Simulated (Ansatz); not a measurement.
## Hypothetical diamond B under a change: 4 layers

The parent structure is B in the diamond structure (space group Fd-3m, No. 227; a = 4.032 Å; a hypothetical phase, not in the database extracts checked). Axes: x, y, z lie along the cube axes.

It is then changed as follows: a free-standing slab of 4 layers (8 atoms, 2 a layer) is cut normal to [110], with 15 Å of vacuum and the in-plane cell held at bulk.

Computed with PBEsol (Ansatz, a quantum-chemistry and plane-wave program), scalar-relativistic without spin-orbit coupling. Settings: 16×12×1 k-points, 0.05 eV Fermi–Dirac smearing, for the changed cell.

```tsv
quantity	base	changed	shift
layer's space group (with vacuum)	–	Pmna (No. 53)	–
shortest interatomic distance	1.746 Å	1.543 Å	-0.203 Å
band gap	zero	zero	–
excess energy per area of both faces (slab less bulk energy over the cell's area: twice a surface energy) (uncertain by up to 0.1 J/m²)	–	1.6 J/m²	–
thickness between the outermost nuclei	–	4.25 Å	–
change of the spacing d12 from its bulk value of 1.426 Å	–	-5.8 %	–
change of the spacing d23 from its bulk value of 1.426 Å	–	+9.8 %	–
```

Final structure:

```
B
1.0
    2.85131     0.00000     0.00000
    0.00000     4.03236     0.00000
    0.00000     0.00000    19.27697
B
8
Direct
  0.75000   0.05176   0.38977
  0.25000   0.19824   0.38977
  0.25000   0.45706   0.45941
  0.75000   0.79294   0.45941
  0.75000   0.95706   0.54059
  0.25000   0.29294   0.54059
  0.25000   0.55176   0.61023
  0.75000   0.69824   0.61023
```

Cost of the whole job for the changed cell (relaxation, final SCF and bands): around 2.2 core-minutes (rough).

The excess energy carries the mismatch between the slab's and the bulk's meshes. Stability against distortions was not tested.
